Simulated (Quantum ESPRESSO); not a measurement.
Input and output of a self-consistent single point for ZnGeAs2 (P-4m2, 4 atoms in the cell) (Quantum ESPRESSO).

Level of theory: PBEsol, PSlibrary ultrasoft (PBE) pseudopotentials (plane waves; Quantum ESPRESSO).

```
ZnGeAs2
1.0
    4.04554     0.00000     0.00000
    0.00000     4.04554     0.00000
    0.00000     0.00000     5.75165
Zn Ge As
1 1 2
Cartesian
  2.02277   2.02277   0.00000
  0.00000   0.00000   2.87582
  2.02277   0.00000   4.35687
  0.00000   2.02277   1.39478
```

Reference input (self-consistent single point, DFT, PBEsol, plane waves, PSlibrary ultrasoft (PBE) pseudopotentials): ecutwfc = 50 Ry; ecutrho = 300 Ry; occupations = smearing; smearing = gaussian; degauss = 0.0073499 Ry; input_dft = pbesol; K_POINTS = automatic 8 8 6 0 0 0; conv_thr = 1e-10 Ry; mixing_beta = 0.4. This run's input differs from it in these lines:

```diff
@@ -12,4 +12,4 @@
  ntyp = 3
- ecutwfc = 50
- ecutrho = 300
+ ecutwfc = 88
+ ecutrho = 528
  occupations = 'smearing'
```

Output, abridged:

```
     Self-consistent Calculation

     iteration #  1     ecut=    88.00 Ry     beta= 0.40

     Threshold (ethr) on eigenvalues was too large:
     Diagonalizing with lowered threshold

     total energy              =    -200.28272982 Ry
     estimated scf accuracy    <       0.07842386 Ry

     iteration #  2     ecut=    88.00 Ry     beta= 0.40

     total energy              =    -200.28929768 Ry
     estimated scf accuracy    <       0.01680506 Ry

     iteration #  3     ecut=    88.00 Ry     beta= 0.40

     total energy              =    -200.28985449 Ry
     estimated scf accuracy    <       0.00423467 Ry

   [... 7 blocks of this kind left out ...]

     iteration # 11     ecut=    88.00 Ry     beta= 0.40

     total energy              =    -200.29007762 Ry
     estimated scf accuracy    <          1.7E-10 Ry

     iteration # 12     ecut=    88.00 Ry     beta= 0.40
     End of self-consistent calculation

     the Fermi energy is     5.6124 ev

!    total energy              =    -200.29007762 Ry
     estimated scf accuracy    <          5.3E-11 Ry
     smearing contrib. (-TS)   =      -0.00009114 Ry
     internal energy E=F+TS    =    -200.28998648 Ry

     convergence has been achieved in  12 iterations

     Forces acting on atoms (cartesian axes, Ry/au):

     atom    1 type  1   force =     0.00000000    0.00000000    0.00000000
     atom    2 type  2   force =     0.00000000    0.00000000    0.00000000
     atom    3 type  3   force =     0.00000000    0.00000000    0.00384942
     atom    4 type  3   force =     0.00000000    0.00000000   -0.00384942

     Total force =     0.005444     Total SCF correction =     0.000010

          total   stress  (Ry/bohr**3)                   (kbar)     P=      -27.79
  -0.00018809  -0.00000000   0.00000000          -27.67       -0.00        0.00
  -0.00000000  -0.00018809   0.00000000           -0.00      -27.67        0.00
   0.00000000   0.00000000  -0.00019053            0.00        0.00      -28.03

   JOB DONE.
```

The run converged in 12 iterations. Against the reference run the free energy falls by 14.2 meV/atom, the pressure goes from -3.09 to -2.78 GPa and the largest force moves little (0.098 to 0.099 eV/Å). The full log also holds: “c_bands:  1 eigenvalues not converged”.

The starting cell comes from a database of computed structures (which also holds hypothetical and non-ambient phases and stackings), without a prior relaxation at this level. The run gives no clean gap (levels at the Fermi energy touch, overlap or are partly filled at this smearing), which alone does not show that the compound is a metal.

Cost on one core of a shared machine: roughly 6 min.
